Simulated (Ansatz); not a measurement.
CdS (model structure, started from the BeO type, P4₂/mnm, No. 136, 8 atoms in the cell)

Calculation: r²SCAN (plane waves, PAW; Ansatz, a first-principles code).

Settings: plane-wave cutoff 560 eV, 6×6×8 k mesh (along the axes of the cell as run), Fermi–Dirac smearing 0.01 eV, scalar-relativistic PAW data made under PBE.

Cell (relaxed with PBEsol):

CdS is modelled in the tetragonal space group P4₂/mnm (No. 136), Pearson symbol tP8. Cell: a = 7.0817 Å, b = 7.0817 Å, c = 4.1441 Å, α = 90.00°, β = 90.00°, γ = 90.00°. Cd on 4g sees 4 S at 2.494–2.559 Å. S on 4f has 4 Cd at 2.494–2.559 Å. (Neighbours: up to the widest gap in distance over summed covalent radii, below 1.35, at either atom; cation-cation and far metal-metal contacts left out.)

```
Property    Value
--------  -------
band gap  1.76 eV
```

Note: the relaxation could raise the start's symmetry but not lower it, so the cell can be a saddle point; cell and atoms aren't relaxed at this level (pressure 1.6 GPa).

Spin–orbit coupling is not included.

The computed numbers hold no vibrational or temperature effects.

Cost on a shared machine: about 110 core-seconds (a rough figure).

A model structure was made by putting elements into a prototype or built by hand; it is no filed structure, need not be a known phase, and can be a saddle point held by its symmetry.
